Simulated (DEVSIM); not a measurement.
Structure: abrupt InP p-n junction, at 250 K.

Layer 1 from the left is InP, thickness (μm) 68.0, Na (cm⁻³) 5.6e17, τn (s) 3.8e-8, τp (s) 3.8e-8. Layer 2 from the left is InP, thickness (μm) 260, Nd (cm⁻³) 5e14, τn (s) 3.8e-8, τp (s) 3.8e-8.

Left contact: ohmic. Right contact: ohmic. Voltage is applied to the left contact. Recombination: SRH at mid-gap, radiative. Mobility is μmin + (μ − μmin)/(1 + (N/Nref)^α).

This is a model device: material constants are rounded textbook-type values typed into the input, and sizes, dopings and lifetimes were drawn at random. Values at 300 K; Nc and Nv go as T^1.5, mobilities as T to minus their exponent, the gap by Varshni's rule with the affinity fixed.

InP: gap (eV) 1.344, affinity (eV) 4.38, permittivity 12.5, Nc (cm⁻³) 5.7e17, Nv (cm⁻³) 1.1e19, μn (cm²/Vs) 5200, μp (cm²/Vs) 170, μn,min 400, μp,min 10, Nref,n 3e17, Nref,p 4.9e17, αn 0.47, αp 0.62, T exponent of μn 2, T exponent of μp 2, B (cm³/s) 1.2e-10, Varshni α (eV/K) 0.000363, Varshni β (K) 162.

Task: Estimate by hand the built-in potential, the peak field at zero bias, the capacitance at -3 V, and compare with a numerical solution.

Result: 
- Built-in potential: ni = √(Nc Nv) exp(−Eg/2kT) = 37600 cm⁻³ with Eg = 1.360 eV; Vbi = kT/q ln(Na Nd/ni²) = 1.156 V; numerical 1.156 V.
- Peak field at zero bias: depletion approximation: W = √(2εVbi/(qN)) = 1.79 μm with N = 5.00e14 cm⁻³; field = 2Vbi/W = 12900 V/cm; numerical 37200 V/cm (estimate below by 65 %).
- Capacitance at -3 V: C = √(qεN / 2(Vbi + |V|)) = 3.26 nF/cm²; numerical 3.30 nF/cm² (estimate below by 0.92 %).

DEVSIM, 1D drift-diffusion, Boltzmann statistics, complete ionisation; no tunnelling, impact ionisation, image-force lowering or self-heating.
